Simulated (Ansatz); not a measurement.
Given:

End structure of a constructed model of the (100) surface of fcc Cu, p(2x2) layer of Se, one a cell, on the site that continues the host's stacking (bottom of the slab: a bare face, its two planes held):

```
CELL_PARAMETERS angstrom
      5.13360     0.00000     0.00000
      0.00000     5.13360     0.00000
      0.00000     0.00000    27.00000
ATOMIC_POSITIONS crystal
  Cu 0.25000 0.25000 0.29644
  Cu 0.25000 0.75000 0.29644
  Cu 0.75000 0.25000 0.29644
  Cu 0.75000 0.75000 0.29644
  Cu 0.50000 0.50000 0.36366
  Cu 0.50000 0.00000 0.36366
  Cu 0.00000 0.50000 0.36366
  Cu 0.00000 0.00000 0.36366
  Cu 0.75000 0.75000 0.43121
  Cu 0.75000 0.25000 0.43083
  Cu 0.25000 0.75000 0.43083
  Cu 0.25000 0.25000 0.43125
  Cu 0.00086 0.00086 0.49839
  Cu 0.00086 0.49914 0.49839
  Cu 0.49914 0.00086 0.49839
  Cu 0.49914 0.49914 0.49839
  Cu 0.25000 0.25000 0.56770
  Cu 0.25000 0.75000 0.56537
  Cu 0.75000 0.25000 0.56537
  Cu 0.75000 0.75000 0.56408
  Cu 0.49627 0.49627 0.63271
  Cu 0.49627 0.00373 0.63271
  Cu 0.00373 0.49627 0.63271
  Cu 0.00373 0.00373 0.63271
  Se 0.75000 0.75000 0.69005
```

Slab: 25 atoms, 11.0 Å thick at the start; k 8x8x1, smearing 0.1 eV, dipole-corrected; 8 atoms held, the rest relaxed; start symmetry kept, larger cells not searched; no spin, no spin-orbit, no U. It is one candidate, not shown to be the stable structure of the face.

**Question.** Predict the work function of the top face from PBE run with Ansatz (a quantum-chemistry and plane-wave program).

**Answer.** 4.97 eV
